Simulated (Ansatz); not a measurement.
For rutile IrO2, PBEsol+SOC (plane waves, PAW; Ansatz, a first-principles code) gives:

```
Item                              Value
------------------------------  -------
equilibrium lattice constant a  4.483 Å
lattice parameter c             3.155 Å
bulk modulus                    283 GPa
```

Question: What does PBE-D4 (Ansatz, plane waves, PAW) give for the same quantities?

Answer: 
- lattice constant a: 4.500 Å (goes up by 0.4 %)
- lattice parameter c: 3.171 Å (grows by 0.5 %)
- bulk modulus: 275 GPa (drops by 2.8 %)

For comparison: lattice constant a 4.505 Å (measured, room temperature, not corrected to a static lattice; as tabulated in Hiroi (2015), arXiv:1503.02262); lattice parameter c 3.159 Å (measured, room temperature, no zero-point or thermal correction; as tabulated in Hiroi (2015), arXiv:1503.02262).

Changes are worked out from the printed values.

Unless a cell is named, each level is at its own relaxed cell (PBEsol+SOC 10.57, PBE-D4 10.70 Å³/atom).

Levels without +SOC leave out spin–orbit coupling, which shifts energies and cells of such heavy elements.

The crystal itself was run without spin with PBE-D4; a magnetic state was not tried in these runs.

Ansatz's density-functional and Hartree–Fock values are scalar-relativistic unless marked +SOC, with PAW data made under PBE.
